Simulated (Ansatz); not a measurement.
SmPd3 (Pm-3m, No. 221) was calculated with PBEsol (Ansatz, an electronic-structure program, plane waves, PAW).

Settings: plane-wave cutoff 520 eV, 14×14×14 k mesh, Fermi–Dirac smearing 0.05 eV, spin-polarised with parallel moments, scalar-relativistic PAW data made under PBE.

Computed at the level's own relaxed cell.

**Question.** What does this level give for the equilibrium lattice constant a and bulk modulus?

**Answer.** 
- equilibrium lattice constant a = 4.093 Å
- bulk modulus = 131 GPa

The run finds no gap.

Note: the magnetic order was assumed, not searched for or taken from measurement; the 4f shell is treated without U or exact exchange, so its levels and filling can be wrong; the bulk modulus is −V dP/dV from two relaxed cells at ±2 % in volume.

Spin–orbit coupling is not included.

Static lattice: no zero-point or thermal effects.

The result took roughly 6 core-minutes.
